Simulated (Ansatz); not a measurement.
Base system: InSe in the beta-GaS type structure (space group P6_3/mmc, No. 194; a = 4.032 Å, c = 16.764 Å; layered, stacked along the Cartesian z axis).

Level of theory: PBE-D3(BJ) (Ansatz, an electronic-structure program; PAW; 420 eV plane waves; without spin-orbit coupling).

For the base:

| Item | Value |
|---|---|
| Band gap | 0.37 eV |
| Electron mass | 0.042 mₑ along c, 0.11 mₑ across (at Γ) |
| Smallest direct gap | 0.37 eV |

Now apply this change: an isotropic linear strain of −5.24 %; the atoms relax in the strained cell.

Task: What happens to the band gap?

Result: The band gap grows by 0.50 eV, from 0.37 eV to 0.87 eV.

Task: Estimate the effect on the electron mass.

Result: The electron mass becomes 0.34 mₑ along c, 0.38 mₑ across (at K) (base: 0.042 mₑ along c, 0.11 mₑ across (at Γ)).

Task: What happens to the largest internal atomic displacement?

Result: The largest internal atomic displacement comes out as 0.161 Å.

Task: What happens to the energy relative to the base?

Result: The energy grows by 82 meV/atom.

Task: What happens to the smallest direct gap?

Result: The smallest direct gap increases by 0.60 eV to 0.97 eV.

Masses are band curvatures over ±0.01 Å⁻¹ around the edge. No phonon test of stability was made.
